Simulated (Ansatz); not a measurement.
Consider MgSe in the wurtzite structure (space group P6_3mc, No. 186; a cell from a computed database, its experimental status unchecked).

```xyz
4
Lattice="4.2228 0.0000 0.0000 -2.1114 3.6570 0.0000 0.0000 0.0000 6.8153" Properties=species:S:1:pos:R:3 pbc="T T T"
Mg     2.1114     1.2190     3.3952
Mg     0.0000     2.4380     6.8029
Se     2.1114     1.2190     5.9759
Se     0.0000     2.4380     2.5682
```

Cartesian axes are those of the cell as printed.

Method: plane-wave PAW DFT at the r2SCAN level (Ansatz, a quantum-chemistry and plane-wave program, 500 eV), spin-orbit coupling left out, earlier PAW set.

Base values:

The band gap is 3.35 eV, the electron mass is 0.21 mₑ along c, 0.22 mₑ across (at Γ) and the gap character is direct at Γ.

It is then changed as follows: the cell is stretched by 0.32 % along y with no lateral relaxation; the atoms relax in the strained cell.

### Question
Predict the new band gap, stress, electron mass and gap character.

### Answer
The band gap falls by 0.02 eV to 3.33 eV; the stress (xx, yy, zz, yz, xz, xy; compression positive) amounts to (-0.13, -0.25, -0.10, 0.00, 0.00, 0.00) GPa; the electron mass changes from 0.21 mₑ along c, 0.22 mₑ across (at Γ) to 0.21 mₑ along z, 0.22 mₑ across (at Γ); the gap character stays direct at Γ.

Masses are band curvatures over ±0.01 Å⁻¹ around the edge. No phonon test of stability was made. This is not the structure that MgSe has at room temperature and ambient pressure. k-point labels follow each cell's own Brillouin zone.
